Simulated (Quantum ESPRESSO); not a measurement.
Pressure against volume in rutile-structure ZnF2 (space group 136) (Quantum ESPRESSO, LDA)

```
CELL_PARAMETERS angstrom
      4.51720     0.00000     0.00000
      0.00000     4.51720     0.00000
      0.00000     0.00000     3.00827
ATOMIC_POSITIONS crystal
  Zn 0.00000 0.00000 0.00000
  Zn 0.50000 0.50000 0.50000
  F  0.30300 0.30300 0.00000
  F  0.80300 0.19700 0.50000
  F  0.19700 0.80300 0.50000
  F  0.69700 0.69700 0.00000
```

Method: LDA (PZ), GBRV 1.5 ultrasoft (LDA) pseudopotentials (plane waves; Quantum ESPRESSO 7.5). Settings: ecutwfc = 65 Ry; ecutrho = 325 Ry; occupations = smearing; smearing = fermi-dirac; degauss = 0.000734986 Ry; potentials = {Zn: zn_lda_v1.uspp.F.UPF, F: f_lda_v1.4.uspp.F.UPF}; K_POINTS = automatic 7 7 11 0 0 0; conv_thr = 1e-10 Ry. The cell above is the first row's. The rows scale it uniformly. In all rows fractional positions and the k mesh are held.

```
V (Å^3/atom)  P (GPa)
------------  -------
10.231              ?
10.453           8.82
10.675           5.30
10.898           2.16
11.120          -0.64
11.343          -3.14
11.565          -5.38
11.788          -7.37
12.010          -9.15
```

The 8 complete rows are fitted with a cubic, P against V. With u = V - 11.2, the rows have u = -0.7470, -0.5250, -0.3020, -0.0800, 0.1430, 0.3650, 0.5880, 0.8100. Least squares gives P = -1.574 - 11.4181·u + 2.9567·u² - 0.5064·u³. Residuals (row less fit): 0.004, -0.009, 0.002, 0.001, 0.008, -0.008, -0.001, 0.002; standard error 0.007 (degrees of freedom: 4). The fitted pressure is zero at V0 = 11.07, where dP/dV = -12.23, so B0 = -V0·dP/dV = 135 GPa.

### Question
Predict the withheld P at V = 10.231 from the fit, and compare with the calculation.

### Answer
u = -0.9690, so P = -1.574 - 11.4181 × (-0.9690) + 2.9567 × (-0.9690)² - 0.5064 × (-0.9690)³ = 12.727 GPa. The calculation gives 12.76 GPa, 0.033 GPa above the prediction (0.2 % of the range of P in the table). The row lies outside the fitted rows, so this is an extrapolation. From the scatter of the fitted rows alone, a prediction at this place has a standard error of 0.020 GPa, so the miss is 1.7 times that.

Carrying the step between the two nearest rows on in a straight line would have given 12.34, off by 0.42; series whose last step already gives the withheld value aren't shown. The scan was laid around a cell of about the measured size, scaled by a guess for this functional; axis ratios and inner coordinates come from that cell. The runs keep the symmetry of the cell, so they don't test it for distortions. The shape of the cell and the inner coordinates aren't relaxed, so V0 and B0 belong to this uniform scaling; a relaxed crystal lies no higher in energy and is usually softer (forces reach 0.14 eV/Å in these rows). Cutoffs and mesh are single choices, not tested for convergence of this quantity. Series with a scatter that would blur these digits, or in which a gap closes, are not shown.
